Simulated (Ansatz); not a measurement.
The starting structures come from a database of crystals and need not be the phases stable at ambient conditions.

## Evanescent states of Ba$_{2}$ZnMoO$_{6}$ (Fm-3m, not sure to be the ambient phase, 10 atoms a cell, 14.0 Å³ an atom, -9 GPa at this level) along the normal of (111)

Level of theory: PBEsol (plane waves, PAW; Ansatz, a quantum-chemistry and plane-wave program).

The gap is the functional's own. No spin-orbit coupling. Mid-gap values are interpolated on the energy grid.

Energies count from the valence-band top; κ is the least over a 6×6 mesh across the current.

```
E (eV)  κ (1/Å)  where
------  -------  -----
0.06      0.123  off Γ
0.17      0.174  off Γ
0.28      0.210  off Γ
0.39      0.239  off Γ
0.49      0.263  off Γ
0.60      0.283  off Γ
0.71      0.299  off Γ
0.82      0.313  off Γ
0.94      0.323      Γ
1.04      0.331      Γ
1.16      0.338      Γ
1.26      0.344      Γ
1.38      0.343  off Γ
1.49      0.336  off Γ
1.59      0.326  off Γ
1.71      0.312  off Γ
1.81      0.290  off Γ
1.93      0.256  off Γ
2.04      0.196  off Γ
2.15      0.037  off Γ
```

Q: How thick must the barrier be to attenuate the transmission by 10^4 when the electrodes' Fermi level lies at 1.71 eV, and what attenuation does that film give at 1.26 eV?

A: d = 4 ln 10 / (2 × 0.312) = 14.8 Å. At 1.26 eV it gives 4 × 0.344/0.312 = 4.4 decades.
